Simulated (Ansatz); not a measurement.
Response to strain in TiO2

Start from TiO2 in the rutile structure (space group P4_2/mnm, No. 136; a = 4.591 Å, c = 2.939 Å).

Strains are applied to the cell and any free atomic positions relax.

Level of theory: PBEsol (Ansatz, a program for electronic structure, PAW, no spin-orbit coupling).

Notes on the quantities. energy relative to the base: free energy F.

```json
[
 {"change": "base", "energy relative to the base": "0 meV/atom", "band gap": "1.87 eV", "electron mass": "0.54 mₑ along c, 1.1 mₑ across (at Γ)", "volume per atom": "10.33 Å³"},
 {"change": "isotropic strain −3.00 %", "energy relative to the base": "+68 meV/atom", "band gap": "[?]", "electron mass": "0.48 mₑ along c, 1.0 mₑ across (at Γ)", "volume per atom": "9.42 Å³"},
 {"change": "isotropic strain −2.40 %", "energy relative to the base": "+42 meV/atom", "band gap": "1.95 eV", "electron mass": "0.49 mₑ along c, 1.0 mₑ across (at Γ)", "volume per atom": "9.60 Å³"},
 {"change": "isotropic strain −1.80 %", "energy relative to the base": "+23 meV/atom", "band gap": "1.92 eV", "electron mass": "0.50 mₑ along c, 1.0 mₑ across (at Γ)", "volume per atom": "9.78 Å³"},
 {"change": "isotropic strain −1.20 %", "energy relative to the base": "+10 meV/atom", "band gap": "1.90 eV", "electron mass": "[?]", "volume per atom": "9.96 Å³"},
 {"change": "isotropic strain −0.60 %", "energy relative to the base": "+2.5 meV/atom", "band gap": "1.89 eV", "electron mass": "0.53 mₑ along c, 1.1 mₑ across (at Γ)", "volume per atom": "10.14 Å³"}
]
```

Problem. Fill in the withheld entries from the trend.

Solution. 
- isotropic strain −3.00 %, band gap: 1.97 eV
- isotropic strain −1.20 %, electron mass: 0.52 mₑ along c, 1.1 mₑ across (at Γ)

Masses are band curvatures over ±0.01 Å⁻¹ around the edge. Stability against distortions was not tested. The final runs are not spin-polarised.
